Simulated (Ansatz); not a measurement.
Ansatz (a quantum-chemistry and plane-wave program) run on MoS₂ (R3m, 3 atoms in the cell): self-consistent single point.

Method: PBE0, PAW files (plane waves; Ansatz).

```xyz
3
Lattice="1.5603 0.9008 6.3525 -1.5603 0.9008 6.3525 0.0000 -1.8017 6.3525" Properties=species:S:1:pos:R:3 pbc="T T T"
Mo     0.0000     0.0000    19.0532
S      0.0000     0.0000     7.8695
S      0.0000     0.0000     4.8273
```

Reference input (self-consistent single point, DFT, PBE0, plane waves, PAW files made with PBE): basis.ecutwfc = 420 eV; kpoints.mp_grid.grid = 5 5 5; kpoints.mp_grid.shift = 0.5 0.5 0.5; hamiltonian.xc = pbe0; hamiltonian.pseudopotentials = {kind: paw} (the program's default PAW files); scf.occupations.method = fixed. This run's input differs from it in these lines:

```diff
@@ -24,2 +24,4 @@
     method: fixed
+  exx:
+    singularity: none
 output:
```

Output (repeated stretches shortened):

```
Error: inconsistent input (scf.exx.singularity, hamiltonian.xc): set with a full-range or long-range-corrected hybrid — none is a screened kernel's own limit at zero transfer, and a kernel that reaches to infinity, as the full-range 1/r kernel does, has no limit at zero transfer: the energy would be off by the term that is dropped there, and fall without bound as one side of the cell is lengthened; leave scf.exx.singularity out, under which every functional takes the treatment of its own kernel, or, where the run takes it, use `singularity: regularized`
```

The program stopped before any SCF iteration. 

The starting cell comes from a database of computed structures (which also holds hypothetical and non-ambient phases and stackings), without a prior relaxation at this level. Its lattice was rescaled by a random factor within 2.5 % of one.

Keys are those of Ansatz 0.2.
